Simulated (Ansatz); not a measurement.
Functionals compared on a constructed model of the (111) surface of fcc Al, a pseudomorphic layer of Hf in the host's stacking (bottom of the slab: a bare face, its two planes held), in Ansatz (plane waves, PAW). The structure was relaxed with PBE; the other rows are single points on it. Cutoff 420 eV (500 eV for r2SCAN).

Model: 7-atom slab, 14.3 Å thick at the start with caps and adatoms, 15x15x1 mesh, Fermi-Dirac 0.1 eV, dipole correction, 2 atoms held, the rest relaxed; start symmetry kept, larger cells not searched; no spin, no spin-orbit, no U. It is one candidate, not shown to be the stable structure of the face. These notes are the PBE run's.

```json
[
 {"functional": "PBE", "work function of the top face (eV)": "4.80", "rough cost of the single point": "–"},
 {"functional": "RPBE", "work function of the top face (eV)": "4.68", "rough cost of the single point": "around 9 core-seconds (rough)"},
 {"functional": "r2SCAN", "work function of the top face (eV)": "[?]", "rough cost of the single point": "around 22 core-seconds (rough)"}
]
```

**Question.** What belongs in the gaps?

**Answer.** 
- r2SCAN, work function of the top face (eV): 4.89

Ansatz is a quantum-chemistry and plane-wave program.
